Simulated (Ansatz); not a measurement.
Consider Au in the fcc (Cu type) structure (space group Fm-3m, No. 225; a = 4.124 Å).

Level of theory: DFT with r2SCAN, PAW potentials and a 500 eV plane-wave cutoff in Ansatz (a program for electronic structure), spin-orbit coupling left out.

One change was made to it. Results:

The density grows by 2.12 g/cm³ (18.65 g/cm³ → 20.77 g/cm³); the shortest interatomic distance drops by 10.3 pm (291.6 pm → 281.3 pm).

Question: What was done to the base?
(A) pressure 22.5 GPa
(B) pressure 0.9 GPa
(C) pressure 2.1 GPa

Answer: A, pressure 22.5 GPa. For comparison, the density in the other runs: pressure 0.9 GPa gives 18.76 g/cm³; pressure 2.1 GPa gives 18.90 g/cm³.

Load acts through the strain it causes; cell and atoms are relaxed under it. Stability against distortions was not tested. No other phases were tried under pressure.
